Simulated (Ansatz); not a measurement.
## Mg2Sn: strain tensor (xx, yy, zz, yz, xz, xy) = (−0.96, +0.61, −0.24, −0.97, −0.21, +1.47) %

Take Mg2Sn (space group Fm-3m, No. 225; a = 6.747 Å; relaxed with 0.1 eV smearing) as the base. Axes: x, y, z lie along the cube axes.

Perturbation: strain tensor (xx, yy, zz, yz, xz, xy) = (−0.96, +0.61, −0.24, −0.97, −0.21, +1.47) %; the atoms relax in the strained cell.

Level of theory: PBEsol (Ansatz, an electronic-structure program, PAW, scalar-relativistic without spin-orbit coupling). k-mesh 15×15×15 (Γ-centred); smearing 0.1 eV (Fermi–Dirac).

```csv
quantity,base,changed,shift
volume per atom,25.60 Å³,25.44 Å³,-0.16 Å³
space group,Fm-3m (No. 225),P-1 (No. 2),–
energy relative to the base (free energy F),0 meV/atom,+3.7 meV/atom,+3.7 meV/atom
"pressure (mean of the normal stresses, compression positive)",0.0 GPa,0.3 GPa,+0.3 GPa
band gap,zero,zero,–
largest internal atomic displacement,–,0.021 Å,–
"stress (xx, yy, zz, yz, xz, xy; compression positive)",–,"(0.7, -0.1, 0.3, 0.6, 0.1, -0.9) GPa",–
```

Final structure:

```xyz
3
Lattice="0.0425 3.3616 3.3329 3.3341 0.0170 3.3584 3.3908 3.4437 -0.0396" Properties=species:S:1:pos:R:3 pbc="T T T"
Sn     0.0000     0.0000     0.0000
Mg     1.7031     1.7067     1.6447
Mg     5.0643     5.1157     5.0069
```

Cost of the whole job for the changed cell (relaxation, final SCF and bands): very roughly 10 core-minutes.

No phonon test of stability was made.
